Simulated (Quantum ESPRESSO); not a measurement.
Input and output of a self-consistent single point for TaN (P6/mmm, 6 atoms in the cell) (Quantum ESPRESSO).

Level of theory: PBEsol+U, GBRV 1.5 ultrasoft (PBESOL) pseudopotentials (plane waves; Quantum ESPRESSO 7.5).

```
TaN
1.0
    5.27683     0.00000     0.00000
   -2.63842     4.56987     0.00000
    0.00000     0.00000     2.93891
Ta N
3 3
Cartesian
  0.00000   0.00000   0.00000
  2.63842   1.52329   1.46946
  0.00000   3.04658   1.46946
 -1.31921   2.28494   0.00000
  2.63842   0.00000   0.00000
  1.31921   2.28494   0.00000
```

Reference input (self-consistent single point, DFT, PBEsol, plane waves, GBRV 1.5 ultrasoft (PBESOL) pseudopotentials): ecutwfc = 40 Ry; ecutrho = 320 Ry; occupations = smearing; smearing = gaussian; degauss = 0.0073499 Ry; potentials = {Ta: ta_pbesol_v1.uspp.F.UPF, N: n_pbesol_v1.2.uspp.F.UPF}; K_POINTS = automatic 6 6 9 0 0 0; conv_thr = 1e-10 Ry; mixing_beta = 0.7. This run's input differs from it in these lines:

```diff
@@ -36,2 +36,4 @@
 6 6 9  0 0 0
+HUBBARD {ortho-atomic}
+U Ta-5d 3
```

The program printed (abridged):

```
     Self-consistent Calculation

     iteration #  1     ecut=    40.00 Ry     beta= 0.70

     =================== HUBBARD OCCUPATIONS ===================
     ------------------------ ATOM    1 ------------------------
     Tr[ns(  1)] =   2.75248
     eigenvalues:
       0.156  0.156  0.303  0.381  0.381
   [... 2 blocks of this kind left out ...]

     Number of occupied Hubbard levels =    8.2728

     negative rho (up, down):  2.931E-01 0.000E+00

     total energy              =    -484.04501448 Ry
     estimated scf accuracy    <       2.13904077 Ry

     iteration #  2     ecut=    40.00 Ry     beta= 0.70

   [... lines left out ...]
     estimated scf accuracy    <       9.54263738 Ry

     iteration #  3     ecut=    40.00 Ry     beta= 0.70

     negative rho (up, down):  2.962E-01 0.000E+00

     total energy              =    -484.98508016 Ry
     estimated scf accuracy    <       1.51272218 Ry

   [... 8 blocks of this kind left out ...]

     iteration # 12     ecut=    40.00 Ry     beta= 0.70

     negative rho (up, down):  2.996E-01 0.000E+00

     total energy              =    -485.17002497 Ry
     estimated scf accuracy    <          9.6E-10 Ry

     iteration # 13     ecut=    40.00 Ry     beta= 0.70

     negative rho (up, down):  2.996E-01 0.000E+00
     End of self-consistent calculation

     =================== HUBBARD OCCUPATIONS ===================
     ------------------------ ATOM    1 ------------------------
     Tr[ns(  1)] =   3.57378
     eigenvalues:
       0.250  0.250  0.413  0.437  0.437

     Number of occupied Hubbard levels =   10.3525

     the Fermi energy is    18.7031 ev

!    total energy              =    -485.17002497 Ry
     estimated scf accuracy    <          1.3E-11 Ry
     smearing contrib. (-TS)   =      -0.00022994 Ry
     internal energy E=F+TS    =    -485.16979504 Ry

     Hubbard energy            =       0.73673731 Ry

     convergence has been achieved in  13 iterations

     negative rho (up, down):  2.996E-01 0.000E+00

     Forces acting on atoms (cartesian axes, Ry/au):

   [... lines left out ...]
     Total force =     0.000000     Total SCF correction =     0.000000
   [... lines left out ...]

     negative rho (up, down):  2.996E-01 0.000E+00
          total   stress  (Ry/bohr**3)                   (kbar)     P=     -101.49
  -0.00064714   0.00000000   0.00000000          -95.20        0.00        0.00
   0.00000000  -0.00064714   0.00000000            0.00      -95.20        0.00
   0.00000000   0.00000000  -0.00077541            0.00        0.00     -114.07

   JOB DONE.
```

The run converged in 13 iterations. Against the reference run the pressure goes from -12.76 to -10.15 GPa.

The starting cell comes from a database of computed structures (which also holds hypothetical and non-ambient phases and stackings), without a prior relaxation at this level. Its lattice was rescaled by a random factor within 2.5 % of one. Spin polarisation is off. The U value is a test value, and with U on an open shell several self-consistent states can exist. With a pressure of about -10 GPa the cell is away from its equilibrium volume at this level.

Cost on one core of a shared machine: roughly 90 s.
